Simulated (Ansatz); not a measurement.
```
PbF2
1.0
    0.00000     2.96408     2.96408
    2.96408     0.00000     2.96408
    2.96408     2.96408     0.00000
Pb F
1 2
Direct
  0.00000   0.00000   0.00000
  0.25000   0.25000   0.25000
  0.75000   0.75000   0.75000
```

No spin polarisation.

Computed with PBEsol, PAW, 420 eV (Ansatz, a quantum-chemistry and plane-wave program; spin-orbit coupling left out). Settings: 10×10×10 k-points, 0.05 eV Fermi–Dirac smearing.

Q: Predict the electron mass, smallest direct gap and space group.

A: The electron mass is 2.9 mₑ along k, 0.49 mₑ across (at X) and the smallest direct gap comes out as 4.46 eV. The space group is Fm-3m (No. 225).

With Pb present, leaving out spin-orbit coupling can change the band edges. The cells carry an imposed strain or load. Masses are band curvatures over ±0.01 Å⁻¹ around the edge. Along k means along the line from Γ to the band edge. Whether these cells are dynamically stable was not tested. The cell was made from PbF2 in the fluorite structure (space group Fm-3m, No. 225) by this change: isotropic strain +0.50 %.
